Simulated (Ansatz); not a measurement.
Troubleshooting Ansatz (a first-principles code): a failed run on CaPtPb (Pnma, 12 atoms in the cell). The aim is a self-consistent single point with DFT, PBEsol, plane waves, default PAW files made with PBE.

Cell that was meant: a = 7.4813 Å, b = 4.8499 Å, c = 8.4683 Å, α = 90.00°, β = 90.00°, γ = 90.00°.

Part of the input:

Ansatz 0.2 input:
```yaml
    - [0.000000, 4.849855, 0.000000]
    - [0.000000, 0.000000, 8.468340]
  atoms:
    - { symbol: Ca, position_ang: [0.980263, 0.250000, 0.307528] }
    - { symbol: Ca, position_ang: [0.019743, 0.750001, 0.692473] }
    - { symbol: Ca, position_ang: [0.519743, 0.750001, 0.807532] }
    - { symbol: Ca, position_ang: [0.480264, 0.250000, 0.192468] }
    - { symbol: Pt, position_ang: [0.226781, 0.250000, 0.901362] }
    - { symbol: Pt, position_ang: [0.773217, 0.750001, 0.098639] }
    - { symbol: Pt, position_ang: [0.273218, 0.750001, 0.401357] }
    - { symbol: Pt, position_ang: [0.726781, 0.250000, 0.598644] }
    - { symbol: Pb, position_ang: [0.328812, 0.250000, 0.576618] }
    - { symbol: Pb, position_ang: [0.671187, 0.750001, 0.423383] }
    - { symbol: Pb, position_ang: [0.171188, 0.750001, 0.076622] }
    - { symbol: Pb, position_ang: [0.828811, 0.250000, 0.923379] }
kpoints:
  mp_grid: { grid: [4, 5, 3] }
hamiltonian:
```

Output, abridged:

```
WARN the atoms were moved onto the symmetric positions of the space group found under crystal.symmetry.tolerance 1.0e-5 (fractional …
WARN basis.ecutwfc = 420 eV, the default
WARN ansatz: RAYON_NUM_THREADS=1 ignored (pool sized by the plan → 1); use --threads N
Pseudopotentials: kind: paw
Pseudopotential: Ca, paw, valence charge 10
Pseudopotential: Pt, paw, valence charge 18
Pseudopotential: Pb, paw, valence charge 14
Error: SCF: the overlap matrix is not positive definite, so this SCF or pass stopped before solving anything: energies and bands computed with it would not be physical. With PAW pseudopotential files every eigenvalue of that matrix must be above 0; at 31 of 31 k-points the lowest is not, and the worst, at k-point 23 (counted from zero), is -6.7e-1 (as computed, with no allowance for rounding). The cause is the files, the structure or the cutoff, not the eigensolver. Where the projector spheres of two atoms overlap (a projector without an augmentation charge has none), move the closest atoms apart or use files with smaller projector spheres; norm-conserving files [...]
```

### Question
Read the log: what does the program object to, and what is the fix?

### Answer
The fault is this: fractional positions typed under position_ang; here the program stops on it instead of giving results. To fix it, make label and numbers agree, by changing either. The program stopped before any SCF iteration.

The sound input it was made from differs as follows (other fixes are possible):
```diff
-    - { symbol: Ca, position_ang: [0.980263, 0.250000, 0.307528] }
-    - { symbol: Ca, position_ang: [0.019743, 0.750001, 0.692473] }
-    - { symbol: Ca, position_ang: [0.519743, 0.750001, 0.807532] }
-    - { symbol: Ca, position_ang: [0.480264, 0.250000, 0.192468] }
-    - { symbol: Pt, position_ang: [0.226781, 0.250000, 0.901362] }
-    - { symbol: Pt, position_ang: [0.773217, 0.750001, 0.098639] }
-    - { symbol: Pt, position_ang: [0.273218, 0.750001, 0.401357] }
-    - { symbol: Pt, position_ang: [0.726781, 0.250000, 0.598644] }
-    - { symbol: Pb, position_ang: [0.328812, 0.250000, 0.576618] }
-    - { symbol: Pb, position_ang: [0.671187, 0.750001, 0.423383] }
-    - { symbol: Pb, position_ang: [0.171188, 0.750001, 0.076622] }
-    - { symbol: Pb, position_ang: [0.828811, 0.250000, 0.923379] }
+    - { symbol: Ca, position: [0.980260, 0.250000, 0.307530] }
+    - { symbol: Ca, position: [0.019740, 0.750000, 0.692470] }
+    - { symbol: Ca, position: [0.519740, 0.750000, 0.807530] }
+    - { symbol: Ca, position: [0.480260, 0.250000, 0.192470] }
+    - { symbol: Pt, position: [0.226780, 0.250000, 0.901360] }
+    - { symbol: Pt, position: [0.773220, 0.750000, 0.098640] }
+    - { symbol: Pt, position: [0.273220, 0.750000, 0.401360] }
+    - { symbol: Pt, position: [0.726780, 0.250000, 0.598640] }
+    - { symbol: Pb, position: [0.328810, 0.250000, 0.576620] }
+    - { symbol: Pb, position: [0.671190, 0.750000, 0.423380] }
+    - { symbol: Pb, position: [0.171190, 0.750000, 0.076620] }
+    - { symbol: Pb, position: [0.828810, 0.250000, 0.923380] }
```

With that input, the run converged in 8 iterations: free energy E − TS (on the zero of these files) -103737.6754 eV; Fermi level (on the code's own zero) 11.28 eV; pressure -6.40 GPa; largest force (vector length) 0.131 eV/Å (DFT, PBEsol, plane waves, default PAW files made with PBE).

On the sound input: the starting cell comes from a database of computed structures (which also holds hypothetical and non-ambient phases and stackings), without a prior relaxation at this level. Its lattice was rescaled by a random factor within 2.5 % of one. Spin polarisation is off. With a pressure of about -6 GPa the cell is away from its equilibrium volume at this level. Ansatz's pressure includes its estimate of the finite-basis (Pulay) stress.
